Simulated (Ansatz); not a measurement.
CsCl-type PdIn, treated with r²SCAN-D4 (Ansatz, an electronic-structure program, plane waves, PAW).

Settings: plane-wave cutoff 560 eV, 18×18×18 k mesh, Fermi–Dirac smearing 0.05 eV, scalar-relativistic PAW data made under PBE.

Equation-of-state points:

| V (Å³/atom) | E − E_lowest (meV/atom) | P (GPa) |
|---|---|---|
| 16.237 | 30.43 | 10.06 |
| 16.582 | 12.91 | 6.27 |
| 16.927 | 3.08 | 2.93 |
| 17.273 | 0.00 | -0.01 |
| 17.618 | 2.88 | -2.60 |
| 17.964 | 11.00 | -4.87 |
| 18.309 | 23.67 | -6.83 |

Problem. Estimate the bulk modulus from the pressures at 16.927 and 17.618 Å³/atom, and compare it with a fit to all energies.

Solution. B = −V dP/dV. Between V = 16.927 and 17.618 Å³/atom, dP/dV = (-2.60 − (2.93))/(17.618 − 16.927) = -8.00 GPa per Å³/atom; at the midpoint 17.273 Å³/atom this gives B ≈ 138 GPa. The third-order Birch–Murnaghan fit gives V0 = 17.271 Å³/atom, B0 = 138 GPa, B′ = 5.5, which lies within 1 % of that estimate.

Spin–orbit coupling is not included.
